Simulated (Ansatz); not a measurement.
Take CuI in the zinc blende structure (space group F-43m, No. 216; a = 6.021 Å) as the base.

The values are results of r2SCAN (Ansatz, a program for electronic structure, PAW, no spin-orbit coupling), earlier PAW set, not measurements.

For the base:

| Property | Result |
|---|---|
| Valley order | Γ 1.67 eV; L along ⟨111⟩ 2.56 eV; X along ⟨100⟩ 2.90 eV |
| Volume per atom | 27.28 Å³ |
| Hole mass | 0.29, 0.71, 0.71 mₑ (at Γ) |

One thing is altered: a hydrostatic pressure of 30 GPa.

**Question.** What happens to the valley order?

**Answer.** The valley order (the lowest conduction-band minima on the path, energy above the VBM, named in the base's zone) changes from Γ 1.67 eV; L along ⟨111⟩ 2.56 eV; X along ⟨100⟩ 2.90 eV to X along ⟨100⟩ 2.16 eV; L along ⟨111⟩ 2.80 eV; Γ 2.82 eV.

**Question.** How does this affect the volume per atom?

**Answer.** The volume per atom drops by 7.277 Å³, from 27.28 Å³ to 20.01 Å³.

**Question.** What does the calculation give for the hole mass after the change?

**Answer.** The hole mass (degenerate bands, along [100]) goes from 0.29, 0.71, 0.71 mₑ (at Γ) to 0.25, 0.37, 0.37 mₑ (at Γ).

With I present, leaving out spin-orbit coupling can change the band edges. The levels and masses belong to the bands next to the band gap. Load acts through the strain it causes; cell and atoms are relaxed under it. Masses are band curvatures over ±0.01 Å⁻¹ around the edge. Stability against distortions was not tested. Tetrahedral semiconductors of this kind turn to denser phases somewhere between about 1 and 50 GPa; those were not computed, so compressed cells here can lie past the real transition. The final runs are not spin-polarised.
